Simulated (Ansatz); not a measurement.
Take SiO2 in the rutile structure (space group P4_2/mnm, No. 136; a = 4.185 Å, c = 2.668 Å) as the base. Axes: x, y, z lie along a, b, c of the conventional cell.

All numbers come from r2SCAN, PAW, 500 eV (Ansatz, a first-principles code; spin-orbit coupling left out), earlier PAW set.

The change: the cell is scaled by 1.0092 in all directions, atoms relaxed at fixed cell.

Q: Predict the stress tensor and what it implies for the stiffness.

A: Stress of the strained cell less that of the base (GPa, compression positive):
```
  -7.26    0.00    0.00
   0.00   -7.26    0.00
   0.00    0.00  -10.16
```

Then B = −ΔP/(ΔV/V₀) with ΔV/V₀ = 0.0279 gives secant stiffness values (nonlinear terms included at this strain): B (at held cell shape, above the free-shape value) ≈ 295 GPa.

As a check, the harmonic strain energy −½ V₀ Δσ:ε is 5.5 meV/atom; the computed energy rise is 5.7 meV/atom.

No phonon test of stability was made.
